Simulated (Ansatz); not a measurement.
Consider a 12-atom supercell of MgF2 in the rutile structure (space group P4_2/mnm, No. 136; a = 4.698 Å, c = 3.093 Å) at its relaxed geometry.

Method: PBE, PAW, 420 eV (Ansatz, a first-principles code; no spin-orbit coupling).

One neutral defect a cell, atoms relaxed at fixed cell.

One change was made to it. Results:

| quantity | base | after |
|---|---|---|
| largest displacement of a host atom from its site in the perfect cell | – | 0.68 Å |
| pressure | 0.0 GPa | 20.4 GPa |

Q: What was done to the base?
A. Ca on a Mg site
B. F vacancy, symmetric start
C. Mg vacancy
D. Ba on a Mg site

A: D, Ba on a Mg site. For comparison, the largest displacement of a host atom from its site in the perfect cell in the other runs: Ca on a Mg site gives 0.22 Å; Mg vacancy gives 0.53 Å; F vacancy, symmetric start gives 0.02 Å.

The magnetic state is the one reached from the starting moments; the real material's order can differ, and small cells can't hold many antiferromagnetic ones. The cell is small, so the values are those of an ordered compound at a high defect concentration; dilute-limit values will differ. The mesh was chosen for an insulator and is coarse for the gapless case. Defects with a symmetric start kept the site's symmetry and may sit on a saddle; the others started slightly shaken. Seeded moments were not kept for Ba on a Mg site and Ca on a Mg site.
